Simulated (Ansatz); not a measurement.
Metal–metal bond length (Å) in related cells

A. Rh (fcc, Fm-3m)
B. Ag (fcc, Fm-3m)
C. Ir (fcc, Fm-3m)
D. Pt (fcc, Fm-3m)
E. Au (fcc, Fm-3m)

Plane-wave PAW calculations with Ansatz (a quantum-chemistry and plane-wave program), its PAW set soft_1. Each column's cells are at rest at that level. Cells are local rest points, mostly with their start's symmetry. Atoms count as bonded under 1.18 times the sum of their covalent radii (1.35 for H and a metal); two metal atoms count in their first shell alone, and not where both have two or more other neighbours. Mean, with the range where bonds differ.

| system | PBE | r2SCAN (own geometry) |
|---|---|---|
| A | 2.710 | 2.688 |
| B | 2.933 | 2.903 |
| C | 2.737 | 2.719 |
| D | 2.809 | 2.787 |
| E | 2.940 | 2.916 |

With PBE the value is lowest for A and highest for E. With r2SCAN (own geometry) the value is lowest for A and highest for E.
